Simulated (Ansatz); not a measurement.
For CuI (P4/nmm, No. 129, 4 atoms in the cell; start mp-22863; a measured phase of this formula has another space group), LDA (plane waves, PAW; Ansatz, a program for electronic structure) gives:

| Quantity | Result |
|---|---|
| equilibrium lattice constant a | 3.956 Å |
| c axis length | 6.190 Å |
| enthalpy of formation | -0.100 eV/atom |

Question: What does r²SCAN+rVV10 in Ansatz (plane waves, PAW) give for the same quantities?

Answer: 
- lattice constant a: 4.054 Å (increases by 2.5 %)
- lattice parameter c: 6.352 Å (rises by 2.6 %)
- formation enthalpy: -0.167 eV/atom (moves by -0.067 eV/atom)

Changes are worked out from the printed values.

Unless a cell is named, each level is at its own relaxed cell (LDA 24.22, r²SCAN+rVV10 26.10 Å³/atom).

Levels without +SOC leave out spin–orbit coupling, which shifts energies and cells of such heavy elements.

Caveats: the relaxation could not lower the start's symmetry, so the cell can be a saddle point above a distorted one (LDA, r²SCAN+rVV10). Ansatz's density-functional and Hartree–Fock values are scalar-relativistic unless marked +SOC, with PAW data made under PBE.

A start named mp-… is a Materials Project structure, which need not be a measured phase.
